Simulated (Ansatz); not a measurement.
LaSi (Pnma, No. 62)

The numbers are results of r²SCAN+rVV10 (plane waves, PAW; Ansatz, a quantum-chemistry and plane-wave program), not measurements.

Numerical settings: plane-wave cutoff 500 eV, 6×10×8 k mesh (along the axes of the cell as run), Fermi–Dirac smearing 0.05 eV, scalar-relativistic PAW data made under PBE.

Cell (relaxed at this level):

```
CELL_PARAMETERS angstrom
      8.47068     0.00000     0.00000
      0.00000     3.99557     0.00000
      0.00000     0.00000     6.05070
ATOMIC_POSITIONS crystal
  La 0.67955 0.25000 0.38761
  La 0.32045 0.75000 0.61239
  La 0.82045 0.75000 0.88761
  La 0.17955 0.25000 0.11239
  Si 0.53321 0.25000 0.88377
  Si 0.46679 0.75000 0.11623
  Si 0.96679 0.75000 0.38377
  Si 0.03321 0.25000 0.61623
```

- band gap: zero (no gap)

Spin–orbit coupling is not included.
